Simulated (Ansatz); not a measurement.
Results of r²SCAN+rVV10 (plane waves, PAW; Ansatz, a first-principles code) for SnTe (model structure, started from the wurtzite type, P6₃mc, No. 186, 4 atoms in the cell).

Settings: plane-wave cutoff 560 eV, 12×12×4 k mesh (along the axes of the cell as run), Fermi–Dirac smearing 0.01 eV, scalar-relativistic PAW data made under PBE.

Cell (relaxed at this level):

```cif
data_Sn2Te2
_chemical_formula_sum 'Sn2 Te2'
_space_group_name_H-M_alt 'P63mc'
_space_group_IT_number 186
_space_group_name_Hall 'P 6c -2c'
_cell_length_a 5.35555
_cell_length_b 5.35555
_cell_length_c 6.40596
_cell_angle_alpha 90.000
_cell_angle_beta 90.000
_cell_angle_gamma 120.000
loop_
_atom_site_label
_atom_site_type_symbol
_atom_site_symmetry_multiplicity
_atom_site_Wyckoff_symbol
_atom_site_fract_x
_atom_site_fract_y
_atom_site_fract_z
_atom_site_occupancy
Sn1 Sn 2 b 0.66667 0.33333 0.05265 1
Te1 Te 2 b 0.33333 0.66667 0.07255 1
```

Q: Predict the band gap, smallest direct gap on the k points sampled and direct gap at Γ.

A: 
* **band gap**: 0.42 eV
* **smallest direct gap on the k points sampled**: 0.60 eV
* **direct gap at Γ**: 2.86 eV

Note: the relaxation could raise the start's symmetry but not lower it, so the cell can be a saddle point.

Spin–orbit coupling is not included; with these elements it can move the gap by several tenths of an eV or more.

The computed numbers hold no vibrational or temperature effects.

A model structure was made by putting elements into a prototype or built by hand; it is no filed structure, need not be a known phase, and can be a saddle point held by its symmetry.
